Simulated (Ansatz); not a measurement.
The starting structures come from a database of crystals and need not be the phases stable at ambient conditions.

# Evanescent states of BaAl2(SiO4)2 (P-3, not sure to be the ambient phase, 13 atoms a cell, 15.2 Å³ an atom, -3 GPa at this level) along the normal of (100)

The numbers are results of PBEsol (plane waves, PAW; Ansatz, a program for electronic structure), not measurements.

The gap is the functional's own. No spin-orbit coupling. Mid-gap values are interpolated on the energy grid.

Energies count from the valence-band top; κ is the least over a 6×4 mesh across the current.

```
E (eV)  κ (1/Å)  where
------  -------  -----
0.12      0.322  off Γ
0.34      0.397  off Γ
0.57      0.410      Γ
0.81      0.419      Γ
1.03      0.426      Γ
1.26      0.430      Γ
1.50      0.432      Γ
1.73      0.432      Γ
1.96      0.430      Γ
2.19      0.426      Γ
2.42      0.419      Γ
2.65      0.410      Γ
2.88      0.398      Γ
3.10      0.384      Γ
3.33      0.366      Γ
3.56      0.345      Γ
3.79      0.319      Γ
4.03      0.288      Γ
4.25      0.248      Γ
4.49      0.196      Γ
4.71      0.115      Γ
```

Q: How thick must the barrier be to attenuate the transmission by 10^4 when the electrodes' Fermi level lies at 2.19 eV, and what attenuation does that film give at 4.03 eV?

A: d = 4 ln 10 / (2 × 0.426) = 10.8 Å. At 4.03 eV it gives 4 × 0.288/0.426 = 2.7 decades.
